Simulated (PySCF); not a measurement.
PySCF 2.14.0, BP86/def2-tzvp, df: triflate (O=S(=O)([O-])C(F)(F)F), charge -1, multiplicity 1, 8 atoms. The geometry is a generated start, not checked to be a minimum at this level.

```
Property                           Value
-------------------  -------------------
task                 energy and gradient
method                              bp86
basis                          def2-tzvp
two-electron scheme      density fitting
mol.max_memory                  16000 MB
mf.init_guess            minao (default)
mf.DIIS                  CDIIS (default)
mf.diis_space                8 (default)
mf.conv_tol              1e-09 (default)
mf.grids.level               3 (default)
basis functions                      254
grid points                       118032
```

Hardware: Arm Neoverse V2, 96 cores on 1 socket, no SMT, 1 L3 cache group; 94 cores' worth of CPU time may be used.

Times are wall-clock medians of two to five runs, from launch to exit, with nothing else on the machine. Processes are pinned to neighbouring cores unless said otherwise. The build: PyPI wheel: OpenMP (GNU), a bundled serial OpenBLAS 0.3.3 under its C layer, NumPy's threaded OpenBLAS held to generic ARMv8 kernels, libcint, Libxc; another build can shift the numbers. Scratch files lie in a memory file system.

Started as
```bash
OMP_NUM_THREADS=32 OPENBLAS_NUM_THREADS=1 python -u run.py
```
(32 threads, 1 BLAS thread, mf.grids.level = 3 (default)) it takes 4.3 s and 14 Fock builds (products with the orbital Hessian counted alike).

Task: Predict the time once the run is changed to mf.grids.level = 0.

Result: About 1.8 s (3 runs within 1 %): 2.3× as fast. The grid goes from 118032 to 9232 points and the exchange-correlation step from 2 to 0.28 s. Change in the result: energy 56 meV/atom, forces (largest component) 460 meV/Å.
